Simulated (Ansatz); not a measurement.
An Ansatz (a program for electronic structure) input (PBEsol in Ansatz (plane waves to 420 eV, PAW, spin-orbit coupling left out)):

Ansatz 0.2 input:
```yaml
crystal:
  lattice:
    - [3.7821644474, 0, 0]
    - [-1.8910822237, 3.2754504927, 0]
    - [0, 0, 6.2076548717]
  atoms:
    - { symbol: Zn, position: [0.3333333333, 0.6666666667, 0.0004206374] }
    - { symbol: Zn, position: [0.6666666667, 0.3333333333, 0.5004206374] }
    - { symbol: S, position: [0.3333333333, 0.6666666667, 0.3745793626] }
    - { symbol: S, position: [0.6666666667, 0.3333333333, 0.8745793626] }
basis: { ecutwfc: 420, ecutrho_ratio: 4, xc_grid: 2, fft_grid_basis: typed }
kpoints: { mp_grid: { grid: [10, 10, 6] } }
hamiltonian:
  xc: pbesol
  dispersion: none
  pseudopotentials: { kind: paw }
scf: { occupations: { method: fermi_dirac, width: 0.05 }, convergence: { dr2_threshold: 0.0000000004 } }
output: { forces: true, stress: true }
checkpoint: { write: state.ck, write_every: 1000 }
```

Which symmetry and how many k-points will the program report, and about how many plane waves at Γ?

Space group P63mc (ITA 186) with 12 operations, k-points 56 of 600, and 1521 plane waves at Γ.

Stability against distortions was not tested. The cell is ZnS in the wurtzite structure (space group P6_3mc, No. 186).
